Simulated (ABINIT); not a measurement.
# ABINIT run on RbMg₆Cu (Amm2, 8 atoms in the cell): self-consistent single point

Method of the run: PBEsol, PAW (JTH v2.0 PBE PAW, files made for PBE) (plane waves; ABINIT).

This input was run:

```
# RbMg6Cu, JTH v2.0 PBE PAW
pp_dirpath "./"
pseudos "Rb.GGA_PBE-JTH.xml, Mg.GGA_PBE-JTH.xml, Cu.GGA_PBE-JTH.xml"
acell 3*1.0
rprim
         9.9455341076    0.0000000000    0.0000000000
         0.0000000000    6.1659873720   11.0931931290
         0.0000000000   -6.1659873720   11.0931931290
natom 8
ntypat 3
znucl 37 12 29
typat 1 2 2 2 2 2 2 3
xred
         0.5000000000    0.6674100000    0.6674100000
         0.5000000000    0.6724400000    0.1632400000
         0.5000000000    0.1632400000    0.6724400000
         0.0000000000    0.8562000000    0.3071400000
         0.0000000000    0.3071400000    0.8562000000
         0.0000000000    0.3264600000    0.3264600000
         0.0000000000    0.8461600000    0.8461600000
         0.5000000000    0.1609400000    0.1609400000
ecut 60 Ry
pawecutdg 120 Ry
pawxcdev 0
ixc -116133
occopt 3
tsmear 0.00367493
nband 55
kptopt 1
ngkpt 4 3 3
nshiftk 1
shiftk 0 0 0
nstep 100
toldfe 1.0e-09
prtwf 0
prtden 0
prtvol 1
```

Log, with long lists cut:

```
 Symmetries : space group Am m 2 (# 38); Bravais oC (1-face-center ortho.)

 -outvars: echo values of preprocessed input variables --------
            acell      1.0000000000E+00  1.0000000000E+00  1.0000000000E+00 Bohr
             ecut      3.00000000E+01 Hartree
              ixc     -116133
         kptrlatt        4    0    0      0    3    0      0    0    3
          kptrlen      3.69959242E+01
            natom           8
            nband          55
            ngfft          50      64      64
          ngfftdg          72      90      90
             nkpt          12
            nstep         100
             nsym           4
           ntypat           3
           occopt           3
        pawecutdg      6.00000000E+01 Hartree
         pawxcdev           0
            rprim      9.9455341076E+00  0.0000000000E+00  0.0000000000E+00
                       0.0000000000E+00  6.1659873720E+00  1.1093193129E+01
                       0.0000000000E+00 -6.1659873720E+00  1.1093193129E+01
          spgroup          38
           toldfe      1.00000000E-09 Hartree
           tsmear      3.67493000E-03 Hartree
            typat      1  2  2  2  2  2  2  3
           useylm           1
             xred      5.0000000000E-01  6.6741000000E-01  6.6741000000E-01
                       5.0000000000E-01  6.7244000000E-01  1.6324000000E-01
                       5.0000000000E-01  1.6324000000E-01  6.7244000000E-01
                       0.0000000000E+00  8.5620000000E-01  3.0714000000E-01
                       0.0000000000E+00  3.0714000000E-01  8.5620000000E-01
                       0.0000000000E+00  3.2646000000E-01  3.2646000000E-01
                       0.0000000000E+00  8.4616000000E-01  8.4616000000E-01
                       5.0000000000E-01  1.6094000000E-01  1.6094000000E-01
            znucl       37.00000   12.00000   29.00000

== DATASET  1 ==================================================================

 Real(R)+Recip(G) space primitive vectors, cartesian coordinates (Bohr,Bohr^-1):
 R(1)=  9.9455341  0.0000000  0.0000000  G(1)=  0.1005476  0.0000000  0.0000000
 R(2)=  0.0000000  6.1659874 11.0931931  G(2)=  0.0000000  0.0810900  0.0450727
 R(3)=  0.0000000 -6.1659874 11.0931931  G(3)=  0.0000000 -0.0810900  0.0450727
 Unit cell volume ucvol=  1.3605588E+03 bohr^3
 Angles (23,13,12)=  5.81336936E+01  9.00000000E+01  9.00000000E+01 degrees

 Coarse grid specifications (used for wave-functions):

 getcut: wavevector=  0.0000  0.0000  0.0000  ngfft=  50  64  64
         ecut(hartree)=     30.000   => boxcut(ratio)=   2.03899

 Fine grid specifications (used for densities):

 getcut: wavevector=  0.0000  0.0000  0.0000  ngfft=  72  90  90
         ecut(hartree)=     60.000   => boxcut(ratio)=   2.03372

   1.37697273E+04                                ecore*ucvol(ha*bohr**3)

_setup2: Arith. and geom. avg. npw (full set) are   10673.361   10673.353

--- !BeginCycle
solver: {iscf: 17, nstep: 100, nline: 4, wfoptalg: 10, }
tolerances: {toldfe: 1.00E-09, }
...

     iter   Etot(hartree)      deltaE(h)  residm     nres2
 ETOT  1  -597.34398200544    -5.973E+02 2.599E+00 3.658E+01
 ETOT  2  -602.84707064644    -5.503E+00 5.145E-02 3.325E+01
 ETOT  3  -602.78241124635     6.466E-02 4.133E-02 9.443E+00
 ETOT  4  -602.77472538685     7.686E-03 8.010E-03 3.742E+00
 ETOT  5  -602.76280735311     1.192E-02 3.956E-03 9.886E-01
 ETOT  6  -602.76158938309     1.218E-03 1.496E-03 5.960E-02
   [... 3 lines left out ...]
 ETOT 10  -602.76171381811     2.593E-06 3.930E-04 2.788E-05
 ETOT 11  -602.76171395101    -1.329E-07 1.019E-04 6.199E-06
 ETOT 12  -602.76171395482    -3.809E-09 2.198E-04 1.462E-07
 ETOT 13  -602.76171395468     1.438E-10 5.608E-05 3.122E-08
 ETOT 14  -602.76171395460     7.242E-11 1.189E-04 8.989E-10

 At SCF step   14, etot is converged :
  for the second time, diff in etot=  7.242E-11 < toldfe=  1.000E-09

 Cartesian components of stress tensor (hartree/bohr^3)
  sigma(1 1)=  7.58009066E-07  sigma(3 2)=  0.00000000E+00
  sigma(2 2)=  5.28210743E-05  sigma(3 1)=  0.00000000E+00
  sigma(3 3)=  3.57985563E-05  sigma(2 1)=  0.00000000E+00

 ----iterations are completed or convergence reached----

 reduced coordinates (array xred) for    8 atoms
       0.500000000000      0.667410000000      0.667410000000
       0.500000000000      0.672440000000      0.163240000000
       0.500000000000      0.163240000000      0.672440000000
       0.000000000000      0.856200000000      0.307140000000
       0.000000000000      0.307140000000      0.856200000000
       0.000000000000      0.326460000000      0.326460000000
       0.000000000000      0.846160000000      0.846160000000
       0.500000000000      0.160940000000      0.160940000000
 cartesian forces (eV/Angstrom) at end:
    1     -0.00000000000000    -0.00000000000000     0.00664302360565
    2     -0.00000000000000     0.01456289768482     0.05421955297343
    3     -0.00000000000000    -0.01456289768482     0.05421955297343
    4     -0.00000000000000    -0.03602123119351     0.05407357793659
    5     -0.00000000000000     0.03602123119351     0.05407357793659
    6     -0.00000000000000    -0.00000000000000    -0.05856753677999
    7     -0.00000000000000    -0.00000000000000    -0.03805756144991
    8     -0.00000000000000    -0.00000000000000    -0.12660418719577
 frms,max,avg= 3.8566999E-02 1.2660419E-01   0.000E+00  0.000E+00 -6.380E-05 e/A
 length scales=  1.000000000000  1.000000000000  1.000000000000 bohr
              =  0.529177208590  0.529177208590  0.529177208590 angstroms
 Fermi (or HOMO) energy (hartree) =   0.12516   Average Vxc (hartree)=  -0.30946
 Eigenvalues (hartree) for nkpt=  12  k points:
 kpt#   1, nband= 55, wtk=  0.02778, kpt=  0.0000  0.0000  0.0000 (reduced coord)
  -3.98564   -2.66877   -2.66505   -2.66499   -2.66182   -2.66179   -2.65922   -2.42596
  -2.42500   -2.42408   -1.45399   -1.45398   -1.45365   -1.45103   -1.45038   -1.45026
  -1.45018   -1.44992   -1.44967   -1.44815   -1.44802   -1.44673   -1.44650   -1.44642
  -1.44634   -1.44479   -1.44440   -1.44406   -0.88461   -0.31063   -0.30782   -0.30706
  -0.10492    0.01728    0.02394    0.03629    0.03660    0.03938    0.04764    0.04841
   0.06128    0.07698    0.08681    0.09178    0.09695    0.12740    0.19807    0.21625
   0.22579    0.23053    0.23285    0.24333    0.24522    0.24539    0.26456
      occupation numbers for kpt#   1
   2.00000    2.00000    2.00000    2.00000    2.00000    2.00000    2.00000    2.00000
   2.00000    2.00000    2.00000    2.00000    2.00000    2.00000    2.00000    2.00000
   2.00000    2.00000    2.00000    2.00000    2.00000    2.00000    2.00000    2.00000
   2.00000    2.00000    2.00000    2.00000    2.00000    2.00000    2.00000    2.00000
   2.00000    2.00000    2.00000    2.00000    2.00000    2.00000    2.00000    2.00000
   2.00000    2.00000    1.99994    1.99977    1.99907    0.70444    0.00000    0.00000
   0.00000    0.00000    0.00000    0.00000    0.00000    0.00000    0.00000
 prteigrs : prtvol=0 or 1, do not print more k-points.

--- !EnergyTerms
comment             : Components of total free energy in Hartree
kinetic             :  4.03496275079578E+01
hartree             :  1.70377234729579E+02
xc                  : -1.60576203644247E+01
Ewald energy        : -2.58288148776773E+02
psp_core            :  1.01206411827253E+01
local_psp           : -4.59039811915549E+02
spherical_terms     : -9.02192431791428E+01
internal            : -6.02757320815627E+02
'-kT*entropy'       : -4.39854061475364E-03
total_energy        : -6.02761719356242E+02
total_energy_eV     : -1.64019805215163E+04
...

-Cartesian components of stress tensor (GPa)         [Pressure= -8.7653E-01 GPa]
- sigma(1 1)=  2.23013929E-02  sigma(3 2)=  0.00000000E+00
- sigma(2 2)=  1.55404940E+00  sigma(3 1)=  0.00000000E+00
- sigma(3 3)=  1.05322971E+00  sigma(2 1)=  0.00000000E+00

 Calculation completed.
```

The run converged in 14 iterations.

The starting cell comes from a database of computed structures (which also holds hypothetical and non-ambient phases and stackings), without a prior relaxation at this level. Spin polarisation is off. The potentials were made for another functional than the one used.

Cost on one core of a shared machine: roughly 4 min.
